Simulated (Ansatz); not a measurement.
Zr7N4O8 (P-1, No. 2, 19 atoms in the cell; start mp-35527), treated with PBEsol (plane waves, PAW; Ansatz, an electronic-structure program).

Run with plane-wave cutoff 520 eV, 6×6×6 k mesh, Fermi–Dirac smearing 0.01 eV, scalar-relativistic PAW data made under PBE.

Cell (relaxed with PBEsol):

```yaml
crystal:
  lattice:
    - [6.12844, -0.00648, 0.00243]
    - [-0.98826, 6.10893, 0.00389]
    - [-1.08942, -1.34614, 6.14021]
  atoms:
    - { symbol: Zr, position: [0.28118, 0.12775, 0.61920] }
    - { symbol: Zr, position: [0.71882, 0.87225, 0.38080] }
    - { symbol: Zr, position: [0.00000, 0.00000, 0.00000] }
    - { symbol: Zr, position: [0.84206, 0.38477, 0.67782] }
    - { symbol: Zr, position: [0.15794, 0.61523, 0.32218] }
    - { symbol: Zr, position: [0.60558, 0.32276, 0.13358] }
    - { symbol: Zr, position: [0.39442, 0.67724, 0.86642] }
    - { symbol: N, position: [0.93087, 0.07446, 0.68241] }
    - { symbol: N, position: [0.06913, 0.92554, 0.31759] }
    - { symbol: N, position: [0.56528, 0.40665, 0.81835] }
    - { symbol: N, position: [0.43472, 0.59335, 0.18165] }
    - { symbol: O, position: [0.32400, 0.07921, 0.95021] }
    - { symbol: O, position: [0.67600, 0.92079, 0.04979] }
    - { symbol: O, position: [0.57597, 0.16966, 0.40825] }
    - { symbol: O, position: [0.42403, 0.83034, 0.59175] }
    - { symbol: O, position: [0.94476, 0.32811, 0.10712] }
    - { symbol: O, position: [0.05524, 0.67189, 0.89288] }
    - { symbol: O, position: [0.18304, 0.42952, 0.57119] }
    - { symbol: O, position: [0.81696, 0.57048, 0.42881] }
```

Problem. Predict the band gap and smallest direct gap on the k points sampled.

Solution. 
* **band gap**: 2.63 eV
* **smallest direct gap on the k points sampled**: 2.85 eV

Spin–orbit coupling is not included.

A start named mp-… is a Materials Project structure, which need not be a measured phase.
